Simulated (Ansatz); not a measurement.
CdS (P6_3mc), r2SCAN with spin-orbit coupling, rigid bands in Ansatz (a quantum-chemistry and plane-wave program). Band gap 1.62 eV, N_c = 1.73e18 cm⁻³ and N_v = 4.91e19 cm⁻³ at 300 K, conductivity masses along z (a = (4.16, 0.00, 0.00) Å; b = (-2.08, 3.61, 0.00) Å; c = (0.00, 0.00, 6.77) Å) of 0.161 mₑ (electrons) and 1.54 mₑ (holes). Take k_BT = 0.02585 eV.

Problem. What built-in voltage has an abrupt junction with N_A = 1e16 and N_D = 1e17 cm⁻³, all dopants ionised?

Solution. V_bi = E_g/e − (k_BT/e) ln(N_c N_v/(N_A N_D)) = 1.62 − 0.02585 × 11.35 = 1.33 V, for the computed gap.

Problem. A film of it is 5 nm thick, with its normal along the direction named. Estimate the confinement energies in an infinite well.

Solution. ħ²π²/(2m t²) = 0.376 eV·nm²/(m/mₑ × t²) gives 93.4 meV for electrons and 9.77 meV for holes, so the gap would widen to about 1.72 eV. Finite barriers and nonparabolic bands lower this, and with several valleys or bands the heaviest mass along the normal sets the lowest level, not this average.

Problem. Find the intrinsic carrier density and the intrinsic Fermi level.

Solution. n_i = √(N_c N_v) exp(−E_g/2k_BT) = 9.22e18 × exp(−31.33) = 2.3e5 cm⁻³. The level lies (k_BT/2) ln(N_v/N_c) = 43 meV from mid-gap (positive towards the conduction band). Each 0.1 eV added to the gap lowers n_i by a factor of 6.9.

Rigid bands with the computed gap; masses take one relaxation time for all states.
